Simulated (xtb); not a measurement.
xtb 6.7.1, GFN2-xTB: Si(H)(NMe2)2(OAc) (CC(=O)O[SiH](N(C)C)N(C)C), 27 atoms. The geometry is a generated start, not checked to be a minimum at this level.

| Property | Result |
|---|---|
| method | GFN2-xTB |
| --acc | 1 (default) |
| --etemp (K) | 300 (default) |
| detailed input (--input) | none: ANC optimiser, Lindh (1995) Hessian, microcycle=20, maxdispl=1.0, hlow=0.01 (default) |
| basis functions | 66 |
| valence electrons | 66 |

```xyz
27

Si    -0.2442     0.7084    -0.3189
O      1.3192     0.5618     0.2674
C      2.3287     0.2381    -0.5200
C      3.6142     0.0477     0.2457
O      2.2248     0.1054    -1.7106
N     -0.7422    -0.7364    -1.1197
C     -1.1391    -0.7772    -2.5083
C     -0.2889    -2.0254    -0.6428
N     -1.0717     1.0528     1.1399
C     -2.4698     1.3883     1.0872
C     -0.6275     0.7193     2.4710
H     -0.3335     1.8390    -1.2293
H      4.4467    -0.0490    -0.4448
H      3.7693     0.8914     0.9127
H      3.5356    -0.8545     0.8492
H     -1.9560    -1.4944    -2.6365
H     -0.3053    -1.0782    -3.1518
H     -1.4807     0.2055    -2.8199
H     -0.0750    -1.9707     0.4228
H      0.6174    -2.3500    -1.1685
H     -1.0688    -2.7743    -0.8052
H     -3.0993     0.5337     1.3549
H     -2.6899     2.2044     1.7808
H     -2.7277     1.7019     0.0818
H     -1.1794    -0.1401     2.8716
H     -0.7881     1.5690     3.1428
H      0.4312     0.4835     2.4485
```

The structure is relaxed from this start with --opt LEVEL for the levels crude, sloppy, loose, lax, normal, tight, vtight, extreme, once each. Up to the end of the extreme run atoms move by at most 1.6 Å along an axis.

Problem. What is the loosest level that ends within 1 meV of the extreme run, and how many cycles does it take?

Solution. tight: 51 cycles against 68, ending 0.49 meV above.

| level | cycles | energy above the extreme run (meV) | gradient norm (eV/Å) |
|---|---|---|---|
| crude | 1 | 85 | 0.089 |
| sloppy | 1 | 85 | 0.089 |
| loose | 1 | 85 | 0.089 |
| lax | 1 | 85 | 0.089 |
| normal | 30 | 2.7 | 0.025 |
| tight | 51 | 0.49 | 0.021 |
| vtight | 67 | under 0.01 | 0.0027 |
| extreme | 68 | — | 0.0015 |
